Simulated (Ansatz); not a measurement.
TiO2 (Pbca, No. 61) was calculated with PBE (PAW; Ansatz, a quantum-chemistry and plane-wave program).

Numerical settings: plane-wave cutoff 520 eV, 8×4×6 k mesh (along the axes of the cell as run), no spin polarisation, scalar-relativistic PAW data made under PBE.

Computed at the level's own relaxed cell.

Hill averages of the elastic tensor: K = 188.3 GPa, G = 78.1 GPa. Volume 10.978 Å³/atom, mean atomic mass 26.622 u.

### Question
Work out the density, the sound velocities of a polycrystal and the elastic Debye temperature at this level.

### Answer
ρ = 1.66054 × 26.622/10.978 = 4.027 g/cm³. v_l = √[(K + 4G/3)/ρ] = 8.522 km/s and v_t = √(G/ρ) = 4.404 km/s. The mean follows from 3/v_m³ = 1/v_l³ + 2/v_t³: v_m = 4.930 km/s. Θ_D = (ħ/k_B) v_m (6π²/V)^(1/3) = 76.38 K Å s/km × 4.930 × 1.7538 Å⁻¹ = 660 K, counting all atoms of the cell.

Note: the relaxation could not lower the start's symmetry, so the cell can be a saddle point above a distorted one.
